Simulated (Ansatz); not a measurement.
Results of PBE (PAW; Ansatz, an electronic-structure program) for Ba2YHO3 (model structure, Immm, No. 71, 7 atoms in the cell).

Run with plane-wave cutoff 520 eV, 12×12×12 k mesh, Fermi–Dirac smearing 0.01 eV, scalar-relativistic PAW data made under PBE.

Cell (relaxed with PBEsol):

```cif
data_HBa2O3Y
_chemical_formula_sum 'Y1 O3 H1 Ba2'
_space_group_name_H-M_alt 'P 1'
_space_group_IT_number 1
_cell_length_a 7.43453
_cell_length_b 7.43453
_cell_length_c 7.43453
_cell_angle_alpha 146.001
_cell_angle_beta 147.718
_cell_angle_gamma 47.586
loop_
_space_group_symop_operation_xyz
  'x, y, z'
loop_
_atom_site_label
_atom_site_type_symbol
_atom_site_fract_x
_atom_site_fract_y
_atom_site_fract_z
_atom_site_occupancy
Y1 Y 0.00000 0.00000 0.00000 1
O1 O 0.00000 0.50000 0.50000 1
H1 H 0.50000 0.00000 0.50000 1
O2 O 0.16438 0.16438 0.00000 1
O3 O 0.83562 0.83562 0.00000 1
Ba1 Ba 0.34837 0.34837 0.00000 1
Ba2 Ba 0.65163 0.65163 0.00000 1
```

**Question.** Predict the band gap and Γ–Γ gap.

**Answer.** 
- band gap: 3.09 eV
- Γ–Γ gap: 3.38 eV

Note: the relaxation could raise the start's symmetry but not lower it, so the cell can be a saddle point; cell and atoms aren't relaxed at this level (largest force component 0.08 eV/Å, pressure 3.6 GPa).

Spin–orbit coupling is not included.

It cost roughly 2.6 core-minutes of CPU time.

A model structure was made by putting elements into a prototype or built by hand; it is no filed structure, need not be a known phase, and can be a saddle point held by its symmetry.
